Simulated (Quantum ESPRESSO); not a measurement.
One base run on ZrTiB4 (P6/mmm, 6 atoms in the cell) and variants with one or two settings moved

Space group P6/mmm (No. 191); a = b = 3.097 Å, c = 6.795 Å, α = β = 90.00°, γ = 120.00°

```
atom  site  symmetry       x       y       z
----  ----  --------  ------  ------  ------
Zr      1b     6/mmm  0.0000  0.0000  0.5000
Ti      1a     6/mmm  0.0000  0.0000  0.0000
B       4h       3m.  0.3333  0.6667  0.2336
```

Base run A: PBEsol, PseudoDojo standard norm-conserving (PBESOL) pseudopotentials run with Quantum ESPRESSO 7.5, self-consistent single point.

Its settings: ecutwfc = 85 Ry; occupations = smearing; smearing = cold; degauss = 0.0147 Ry; potentials = {Zr: Zr.upf, Ti: Ti.upf, B: B.upf}; K_POINTS = automatic 10 10 4 0 0 0; conv_thr = 1e-10 Ry; mixing_beta = 0.7.

The starting cell comes from a database of computed structures (which also holds hypothetical and non-ambient phases and stackings), without a prior relaxation at this level. Spin polarisation is off. In the base run, with a pressure of about -4 GPa the cell is away from its equilibrium volume at this level.

ΔF is the free energy per atom less that of run A. 

Runs:
- B: K_POINTS: automatic 10 10 4 0 0 0 → automatic 4 4 2 0 0 0
- C: nbnd: default → 22
- D: parallel starting moments (0 0.05 0 0 0 0 μB); nspin: default → 2
- E: degauss: 0.0147 Ry → 0.0073499 Ry; K_POINTS: automatic 10 10 4 0 0 0 → automatic 8 8 4 0 0 0
- F: occupations: smearing → tetrahedra_opt; smearing: cold → default; degauss: 0.0147 Ry → default
- G: diagonalization: default → rmm-paro
- H: mixing_ndim: default → 2

```csv
run,ΔF (meV/atom),pressure (GPa),largest force (eV/Å),k-points
A,0.00,-4.40,0.011,42
B,5.6,-4.40,0.011,8
C,0.00,-4.40,0.011,42
D,0.00,-4.40,0.011,42
E,-1.08,-4.48,0.030,30
F,2.7,-4.37,0.023,42
G,0.00,-4.40,0.011,42
H,0.00,-4.40,0.011,42
```

Run F against A: The free energy rises by 2.7 meV/atom, the pressure moves little (-4.40 to -4.37 GPa) and the largest force goes from 0.011 to 0.023 eV/Å.

Run B against A: The free energy goes up by 5.6 meV/atom, the pressure stays at -4.40 GPa and the largest force stays at 0.011 eV/Å.

Run E against A: The free energy drops by 1.1 meV/atom, the pressure stays near -4.48 GPa while the zz stress (positive for compression) goes from -5.91 to -6.83 GPa and the largest force goes from 0.011 to 0.030 eV/Å.
